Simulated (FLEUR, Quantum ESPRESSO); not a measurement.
A Quantum ESPRESSO input for a self-consistent single point of Pd (Fm-3m, 1 atom in the cell) (DFT, PBEsol, plane waves, SSSP 1.1.2 efficiency (PBE) pseudopotentials):

```fortran
&control
    calculation = 'scf'
    outdir = './tmp'
    pseudo_dir = './'
    tprnfor = .true.
    tstress = .true.
/
&system
    ibrav = 0
    nat = 1
    ntyp = 1
    ecutwfc = 60
    occupations = 'smearing'
    smearing = 'gaussian'
    degauss = 0.0099958
    input_dft = 'pbesol'
/
&electrons
    conv_thr = 1.0e-11
/
ATOMIC_SPECIES
Pd   106.4200  Pd_ONCV_PBE-1.0.oncvpsp.upf
ATOMIC_POSITIONS crystal
Pd    0.000000000    0.000000000    0.000000000
K_POINTS automatic
15 15 15  0 0 0
CELL_PARAMETERS angstrom
   0.000000000     1.929829000     1.929829000
   1.929829000     0.000000000     1.929829000
   1.929829000     1.929829000     0.000000000
```

Task: Write the same calculation as an input for FLEUR.

Result: One input that does it (others would too):

Input of the input generator:

```
Pd crystal
&input film=f /
-0.0000000000 3.6468482774 3.6468482774
3.6468482774 0.0000000000 3.6468482774
3.6468482774 3.6468482774 -0.0000000000
1.0
1.0 1.0 1.0

1
46 0.0000000000 0.0000000000 0.0000000000

&comp jspins=1 /
&exco xctyp='PBEs' /
&kpt div1=15 div2=15 div3=15 /
&end /
```

```xml
<?xml version="1.0" encoding="UTF-8" standalone="no"?>
<fleurInput fleurInputVersion="0.39">
   <comment>
      Pd crystal                                                                                          
   </comment>
   <calculationSetup>
      <cutoffs Kmax="4.2" Gmax="16.8" GmaxXC="16.8" numbands="0"/>
      <scfLoop itmax="100" minDistance="0.00001" maxIterBroyd="15" imix="Anderson" alpha="0.05" precondParam="0.0" spinf="2.0"/>
      <coreElectrons ctail="T" frcor="F" kcrel="0" coretail_lmax="0"/>
      <xcFunctional name="PBEs" relativisticCorrections="F"/>
      <magnetism jspins="1"/>
      <soc l_soc="F" theta="0.0" phi="0.0" spav="F"/>
      <expertModes spex="0" secvar="F"/>
      <geometryOptimization l_f="T" forcealpha="1.0" forcemix="BFGS" epsdisp="0.00001" epsforce="0.00001"/>
      <ldaU l_linMix="F" mixParam="0.05" spinf="1.0"/>
   </calculationSetup>
   <cell>
      <bzIntegration valenceElectrons="16.0" mode="gauss" fermiSmearingEnergy="0.00499791">
         <kPointListSelection listName="default-1"/>
         <!-- k-points included here -->
         <xi:include xmlns:xi="http://www.w3.org/2001/XInclude" href="kpts.xml"> </xi:include>
      </bzIntegration>
      <!-- symmetry operations included here -->
      <xi:include xmlns:xi="http://www.w3.org/2001/XInclude" href="sym.xml"> </xi:include>
      <bulkLattice scale="1.0">
         <bravaisMatrix>
            <row-1>    0.0000000000000000     3.6468482774000002     3.6468482774000002</row-1>
            <row-2>    3.6468482774000002     0.0000000000000000     3.6468482774000002</row-2>
            <row-3>    3.6468482774000002     3.6468482774000002     0.0000000000000000</row-3>
         </bravaisMatrix>
      </bulkLattice>
   </cell>
   <atomSpecies>
      <species name="Palladium (Pd)" element="Pd" atomicNumber="46">
         <mtSphere radius="2.40" gridPoints="829" logIncrement="0.015"/>
         <atomicCutoffs lmax="10" lnonsphr="8"/>
         <electronConfig flipSpins="F">
            <coreConfig>(1s1/2) (2s1/2) (2p1/2) (2p3/2) (3s1/2) (3p1/2) (3p3/2) (4s1/2) (3d3/2) (3d5/2)</coreConfig>
            <valenceConfig>(4p1/2) (4p3/2) (5s1/2) (4d3/2) (4d5/2)</valenceConfig>
            <stateOccupation state="(5s1/2)" spinUp="0.5" spinDown="0.5"/>
            <stateOccupation state="(4d3/2)" spinUp="1.8" spinDown="1.8"/>
            <stateOccupation state="(4d5/2)" spinUp="2.7" spinDown="2.7"/>
         </electronConfig>
         <energyParameters s="5" p="5" d="4" f="4"/>
         <lo type="SCLO" l="1" n="4" eDeriv="0"/>
      </species>
   </atomSpecies>
   <atomGroups>
      <atomGroup species="Palladium (Pd)">
         <relPos label="                   1">.0000000000 .0000000000 .0000000000</relPos>
         <force calculate="T" relaxXYZ="TTT"/>
      </atomGroup>
   </atomGroups>
   <output dos="F" band="F" slice="F">
      <checks vchk="F" cdinf="F"/>
      <bandDOS minEnergy="-.5*Htr" maxEnergy="0.5*Htr" sigma="0.015" storeEVData="T"/>
      <vacuumDOS vacdos="F" integ="F" star="F" nstars="0" locx1="0.0" locy1="0.0" locx2="0.0" locy2="0.0" nstm="0" tworkf="0.0"/>
      <unfoldingBand unfoldBand="F" supercellX="1" supercellY="1" supercellZ="1"/>
      <plotting iplot="0" polar="F">
         <plot TwoD="T" vec1="  1.0  0.0  0.0" vec2="  0.0  1.0  0.0" vec3="  0.0  0.0  1.0" zero="  0.0  0.0  0.0" file="plot"/>
      </plotting>
      <chargeDensitySlicing numkpt="0" minEigenval="0.0" maxEigenval="0.0" nnne="0" pallst="F"/>
      <specialOutput eonly="F"/>
      <magneticCircularDichroism mcd="F" energyLo="-10.0" energyUp="0.0"/>
   </output>
  <!-- We include the file relax.xml here to enable relaxations (see documentation) -->
  <xi:include xmlns:xi="http://www.w3.org/2001/XInclude" href="relax.xml"> <xi:fallback/> </xi:include>
</fleurInput>
```

Basis settings and potentials, where a program has them, do not carry over. This input uses DFT, PBEsol, all-electron FLAPW (FLEUR), scalar-relativistic valence.

The starting cell has typed, rounded lattice constants, without a prior relaxation at this level. Its lattice was rescaled by a random factor within 2.5 % of one.
